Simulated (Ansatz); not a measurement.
The reference is WC (space group P-6m2, No. 187; a = 2.913 Å, c = 2.837 Å).

Calculations: r2SCAN in Ansatz (plane waves to 500 eV, PAW, scalar-relativistic without spin-orbit coupling), earlier PAW set.

Base values:

- Lattice parameter a = 291.3 pm
- c/a ratio = 0.974

One thing is altered: a hydrostatic pressure of 5 GPa.

Task: Estimate the effect on the lattice parameter a and c/a ratio.

Result: The lattice parameter a decreases by 1.3 pm (291.3 pm → 290.0 pm); the c/a ratio hardly moves (0.974 against 0.975).

Load acts through the strain it causes; cell and atoms are relaxed under it. Whether these cells are dynamically stable was not tested. No other phases were tried under pressure. All final runs are without spin polarisation.

Ansatz is a quantum-chemistry and plane-wave program.
